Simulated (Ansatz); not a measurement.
ZnS (F-43m), HSE06, rigid bands (Ansatz, a quantum-chemistry and plane-wave program): N_v = 7.86e19 cm⁻³ at 300 K and a hole conductivity mass of 0.730 mₑ.

**Question.** For 1e17 holes per cm³ at 300 K, place the Fermi level, estimate the Seebeck coefficient of a parabolic band with constant τ, and give mobility and conductivity for τ = 5 fs.

**Answer.** The level lies k_BT ln(N_v/p) = 0.172 eV above the valence-band maximum. S ≈ +(k_B/e)[ln(N_v/p) + 5/2] = 790 μV/K, against 788 μV/K from the full bands (mean over directions). μ = eτ/m = 12.0 cm²/(V·s) and σ = peμ = 0.193 S/cm. τ is assumed, not computed.

Band transport and this doping are assumed; polarons and phonon drag are left out. Spin-orbit coupling is left out; where it splits the top of the valence band, N_v and the p-type Seebeck coefficient come out somewhat high without it. Geometry: cell and atoms relaxed with PBEsol.
